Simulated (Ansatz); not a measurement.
# Worked example: self-consistent single point of RbAu₅ (P6mm, 6 atoms in the cell) in Ansatz

Computed with PBEsol, default PAW files made with PBE (plane waves; Ansatz, a quantum-chemistry and plane-wave program).

Input:

Ansatz 0.2 input:
```yaml
crystal:
  lattice:
    - [5.847311, 0.000000, 0.000000]
    - [-2.923656, 5.063920, 0.000000]
    - [0.000000, 0.000000, 4.523334]
  atoms:
    - { symbol: Rb, position: [0.000000, 0.000000, 0.011054] }
    - { symbol: Au, position: [0.666667, 0.333333, 0.000000] }
    - { symbol: Au, position: [0.333333, 0.666667, 0.000000] }
    - { symbol: Au, position: [0.500000, 0.000000, 0.500000] }
    - { symbol: Au, position: [0.500000, 0.500000, 0.500000] }
    - { symbol: Au, position: [0.000000, 0.500000, 0.500000] }
basis:
  ecutwfc: 420.0
kpoints:
  mp_grid:
    grid: [5, 5, 5]
hamiltonian:
  xc: pbesol
  pseudopotentials:
    kind: paw
scf:
  occupations:
    method: fermi_dirac
    width: 0.1
output:
  forces: true
  eigenvalues: true
  stress: true
```

Output (repeated stretches shortened):

```
WARN the atoms were moved onto the symmetric positions of the space group found under crystal.symmetry.tolerance 1.0e-5 (fractional …
WARN ansatz: RAYON_NUM_THREADS=1 ignored (pool sized by the plan → 1); use --threads N
Pseudopotentials: kind: paw
Pseudopotential: Rb, paw, valence charge 9
Pseudopotential: Au, paw, valence charge 19
Crystal: 6 atoms, lattice volume = 133.937 Å³
Basis set: ecut = 420 eV, 2595 PW (Γ), exchange–correlation on 80×80×64 points (8 copies of the dense FFT grid, shifted against one another)
Bands: 63, of which v1, the nominal top of the filled ones, is band 52 counted from 1 (51 counted from 0)
Symmetry: 12 space group operations
Space group: P6mm (ITA 183), of the structure as read, at distance tolerance 5.1e-5 Å
k-points: 15 of 125 (time reversal used)
PAW frozen core: Rb, regenerated for the run's functional, and the local potential with it
PAW frozen core: Au, regenerated for the run's functional, and the local potential with it
Initial density: superposition of atomic densities (neutral atoms: chi_scale 0, normalization atom), corrected by the library's trained network
Initial wavefunctions: pseudopotential atomic-orbital guess
Eigensolver: davidson
Functional: x = pbesol(κ = 0.804, μ = 0.12345679012345678), c = pbesol(β = 0.046)
SCF iter   1: F=—  HF=-68253.313407 eV  |F-HF|=—  |Δ(HF+E_count)|=         —  Δρ=5.73e-3  dr2=5.11e-2  ethr=1.77e-3  ⟨swp⟩=6.6  Hψ=3651  notcnv=0  defer=17
all-band conjugate gradients solve this SCF's bands
preconditioner: auto → LDOS
SCF iter   2: F=—  HF=-68253.317605 eV  |F-HF|=—  |Δ(HF+E_count)|=   4.20e-3  Δρ=6.53e-3  dr2=5.71e-2  ethr=4.91e-5  ⟨swp⟩=2.0  Hψ=1908  notcnv=0  defer=40
SCF iter   3: F=—  HF=-68253.300604 eV  |F-HF|=—  |Δ(HF+E_count)|=   1.70e-2  Δρ=8.88e-4  dr2=1.01e-3  ethr=4.91e-5  ⟨swp⟩=3.0  Hψ=1633  notcnv=0  defer=40
SCF iter   4: F=—  HF=-68253.300308 eV  |F-HF|=—  |Δ(HF+E_count)|=   2.96e-4  Δρ=2.14e-4  dr2=7.20e-5  ethr=9.67e-7  ⟨swp⟩=2.2  Hψ=1620  notcnv=0  defer=40
SCF iter   5: F=—  HF=-68253.300291 eV  |F-HF|=—  |Δ(HF+E_count)|=   1.67e-5  Δρ=3.02e-5  dr2=1.18e-6  ethr=6.93e-8  ⟨swp⟩=2.0  Hψ=1293  notcnv=0  defer=40
SCF iter   6: F=-68253.300292 eV  HF=-68253.300292 eV  |F-HF|=1.10e-8  |Δ(HF+E_count)|=   2.46e-7  Δρ=4.64e-6  dr2=3.62e-8  ethr=9.62e-11  ⟨swp⟩=10.7  Hψ=4690  notcnv=0
SCF 1 converged in 6 iterations: F = -68253.300292 eV  dr2 = 3.62e-8
SCF converged after 6 iterations
Free energy (F): -68253.300292 eV
Harris-Foulkes:  -68253.300292 eV  (|F-HF|=1.10e-8)
Internal energy: -68253.250448 eV  (E = F + TS)
E sigma→0 (E₀):  -68253.275370 eV
Entropy (-TS):   -0.049844 eV (-8.307 meV/atom)
Fermi energy:    14.258383 eV
--- Per-component energies (eV) ---
  E_band       = -1627.349340
  E_kinetic    = 3214.326415
  E_local      = -13147.719669  (includes V_loc(G=0)·N_el)
  E_nonlocal   = 560.594605
  E_hartree    = 5554.635967
  E_xc         = -1260.437823
  E_vxc        = -1506.899183  (∫ρ·V_xc dr)
  E_paw        = -50397.413876  (= ΣΔE_a)
  E_vpaw       = -1856.929743  (= ΣTr[D̂ρ^β])
  E_aug_tail   = 0.006994  (compensation charges beyond the density's cutoff)
  E_ewald      = -12778.914127
  E_core_change = 1.671066  (= ΣΔE_core)
  E_smearing   = -0.049844  (= −TS)
  E_closure    = -0.000000  (closes the sum)
  Σ components = -68253.300292   (vs F -68253.300292, Δ=0.00e0)
--- Forces (eV/Å), atoms counted from 1 ---
  atom   1  Rb    -0.00000000    -0.00000000    -0.04078664
  atom   2  Au     0.00000000    -0.00000000    -0.00703975
  atom   3  Au    -0.00000000     0.00000000    -0.00703975
  atom   4  Au     0.00000000     0.00000000     0.01824043
  atom   5  Au     0.00000000    -0.00000000     0.01824043
  atom   6  Au     0.00000000    -0.00000000     0.01824043
  max |Σ_I F_I| component: 1.45e-4 eV/Å
--- Stress (GPa, compression-positive) ---
       -3.857285       0.000000      -0.000000
        0.000000      -3.857285       0.000000
       -0.000000       0.000000      -5.111974
  P = ⅓ Tr σ = -4.2755 GPa (-42.755 kbar)
  The stress holds the Pulay correction. Without it, at fixed plane waves, as pw.x and ABINIT print it: P = -4.3051 GPa
--- Band table (eV; the first three rows and the last of 15) ---
  k-point 0: bands = ["-91.3044", "-91.2992", "-91.2992", "-91.1722", "-91.1721", "-42.8258", "-42.7907", "-42.7329", "-42.7329", "-42.6895", "-42.6895", "-42.6495", "-42.6311", "-42.6311", "-42.5993", "-42.5615", "-42.5335", "-42.5335", "-42.5146", [...]
  k-point 1: bands = ["-91.3043", "-91.2992", "-91.2992", "-91.1723", "-91.1721", "-42.8421", "-42.7704", "-42.7303", "-42.7303", "-42.6989", "-42.6989", "-42.6329", "-42.6310", "-42.6310", "-42.5993", "-42.5825", "-42.5240", "-42.5240", "-42.5173", [...]
  k-point 2: bands = ["-91.3041", "-91.2992", "-91.2992", "-91.1725", "-91.1721", "-42.8639", "-42.7260", "-42.7260", "-42.7198", "-42.7122", "-42.7122", "-42.6339", "-42.6309", "-42.6309", "-42.6105", "-42.5992", "-42.5219", "-42.5219", "-42.5105", [...]
  k-point 14: bands = ["-91.3022", "-91.3011", "-91.2992", "-91.1723", "-91.1723", "-42.8139", "-42.7850", "-42.7132", "-42.7123", "-42.7110", "-42.7106", "-42.6453", "-42.6285", "-42.6233", "-42.6127", "-42.6116", "-42.5211", "-42.5167", [...]
```

The run converged in 6 iterations.

The starting cell comes from a database of computed structures (which also holds hypothetical and non-ambient phases and stackings), without a prior relaxation at this level. Its lattice was rescaled by up to half a per cent. One atom was moved a little off its site on purpose. Spin-orbit coupling is off. With a pressure of about -4 GPa the cell is away from its equilibrium volume at this level. Ansatz's pressure includes its estimate of the finite-basis (Pulay) stress.
